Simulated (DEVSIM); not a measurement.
System: Pd/Al2O3/SiO2/n-Si capacitor, at 300 K.

| layer (left to right) | material | thickness (nm) | Nd (cm⁻³) |
|---|---|---|---|
| 1 | Al2O3 | 21.0 | - |
| 2 | SiO2 | 1.40 | - |
| 3 | Si | 13000 | 2.1e14 |

Metal gate on the left, work function 5.2 eV. Fixed charge at the semiconductor interface 0 cm⁻² (in units of +e); no interface traps.

The device is made up for the run: typed textbook-type constants, with dimensions and the other settings drawn at random. Values at 300 K.

| parameter | Al2O3 | SiO2 | Si |
|---|---|---|---|
| gap (eV) | 6.8 | 9 | 1.124 |
| affinity (eV) | 1.35 | 0.9 | 4.05 |
| permittivity | 9 | 3.9 | 11.7 |
| Nc (cm⁻³) | - | - | 2.86e19 |
| Nv (cm⁻³) | - | - | 3.1e19 |

Simulated with DEVSIM: 1D Poisson equation in equilibrium, Boltzmann statistics, complete ionisation; no quantum confinement or tunnelling. Metal contacts follow the ideal Schottky-Mott rule: no Fermi-level pinning, no interface dipoles.

Tabulate band edges, carrier densities and field at 2.4 V on the gate.

Energies count from the Fermi level of the right contact; mesh points crowd at the junctions.

| x (μm) | Ec (eV) | Ev (eV) | n (cm⁻³) | p (cm⁻³) | field (V/cm) |
|---|---|---|---|---|---|
| 0.000 | 1.450 | -5.350 | < 1e2 | < 1e2 | 520000 |
| 0.002018 | 1.555 | -5.245 | < 1e2 | < 1e2 | 520000 |
| 0.006897 | 1.809 | -4.991 | < 1e2 | < 1e2 | 520000 |
| 0.01544 | 2.253 | -4.547 | < 1e2 | < 1e2 | 520000 |
| 0.02031 | 2.506 | -4.293 | < 1e2 | < 1e2 | 520000 |
| 0.02151 | 3.054 | -5.947 | < 1e2 | < 1e2 | 1200000 |
| 0.02240 | 0.010 | -1.114 | 2.0e19 | < 1e2 | 640000 |
| 0.02590 | 0.077 | -1.047 | 1.5e18 | < 1e2 | 110000 |
| 0.03411 | 0.129 | -0.995 | 2.0e17 | 590 | 40000 |
| 0.05806 | 0.182 | -0.942 | 2.5e16 | 4700 | 14000 |
| 0.1230 | 0.233 | -0.891 | 3.5e15 | 33000 | 4700 |
| 0.4298 | 0.288 | -0.836 | 4.1e14 | 280000 | 690 |
| 1.190 | 0.305 | -0.819 | 2.2e14 | 530000 | 38 |
| 3.362 | 0.306 | -0.818 | 2.1e14 | 550000 | ≈ 0 |
| 9.723 | 0.306 | -0.818 | 2.1e14 | 550000 | ≈ 0 |
| 11.87 | 0.306 | -0.818 | 2.1e14 | 550000 | ≈ 0 |
| 12.62 | 0.306 | -0.818 | 2.1e14 | 550000 | ≈ 0 |
| 12.88 | 0.306 | -0.818 | 2.1e14 | 550000 | ≈ 0 |
| 12.99 | 0.306 | -0.818 | 2.1e14 | 550000 | ≈ 0 |
| 13.01 | 0.306 | -0.818 | 2.1e14 | 550000 | ≈ 0 |
| 13.02 | 0.306 | -0.818 | 2.1e14 | 550000 | ≈ 0 |
| 13.02 | 0.306 | -0.818 | 2.1e14 | 550000 | ≈ 0 |
